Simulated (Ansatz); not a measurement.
Base system: BaTe in the rock salt structure (space group Fm-3m, No. 225; a = 7.064 Å).

Calculations: PBE (Ansatz, an electronic-structure program, PAW, without spin-orbit coupling).

Base values:

- Gap character = indirect, Γ → X

Now apply this change: an isotropic linear strain of −1.00 %, atoms relaxed at fixed cell.

Q: Predict the new mean gap deformation potential ΔEg/Δln V, gap character and energy relative to the base.

A: The mean gap deformation potential ΔEg/Δln V amounts to +1.9 eV; the gap character is still indirect, Γ → X; the energy goes up by 3.7 meV/atom.

Spin-orbit coupling, missing from the scalar runs, can matter with Te. Stability against distortions was not tested.
